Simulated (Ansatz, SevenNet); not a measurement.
## SnGe (model structure, started from the WC type, P-6m2, No. 187, 2 atoms in the cell): lattice parameter a by level of theory

No measured value is used here.

| level (code) | value (Å) |
|---|---|
| SevenNet-0 | 4.054 |
| LDA (Ansatz) | 3.835 |
| PBE (Ansatz) | 4.021 |
| PBEsol (Ansatz) | 3.868 |
| PBE-D3(BJ) (Ansatz) | 3.877 |

Ansatz's density-functional and Hartree–Fock values are scalar-relativistic unless marked +SOC, with PAW data made under PBE.

Machine-learned potentials (SevenNet-0) are trained on DFT data: a solid inside that data is no test of them.

A model structure was made by putting elements into a prototype or built by hand; it is no filed structure, need not be a known phase, and can be a saddle point held by its symmetry.

Ansatz is a first-principles code.
